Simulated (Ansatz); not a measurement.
Consider Sn in the diamond structure (space group Fd-3m, No. 227).

```
CELL_PARAMETERS angstrom
      0.00000     3.28336     3.28336
      3.28336     0.00000     3.28336
      3.28336     3.28336     0.00000
ATOMIC_POSITIONS crystal
  Sn 0.25000 0.25000 0.25000
  Sn 0.00000 0.00000 0.00000
```

Cartesian axes are those of the cell as printed.

All numbers come from r2SCAN/PAW in Ansatz (an electronic-structure program), no spin-orbit coupling.

Before the change:

Shortest interatomic distance: 2.843 Å
Band gap: zero

Perturbation: uniaxial stress, 1 GPa tension along x, with the cell and atoms free to relax against it.

Task: Predict the new energy relative to the base.

Result: The energy rises by 2.3 meV/atom.

Task: How does this affect the shortest interatomic distance?

Result: The shortest interatomic distance grows by 0.008 Å (2.843 Å → 2.851 Å).

Task: How does this affect the band gap?

Result: The band gap remains zero.

Load acts through the strain it causes; cell and atoms are relaxed under it. Beyond what the load breaks, stability against distortions was not tested.
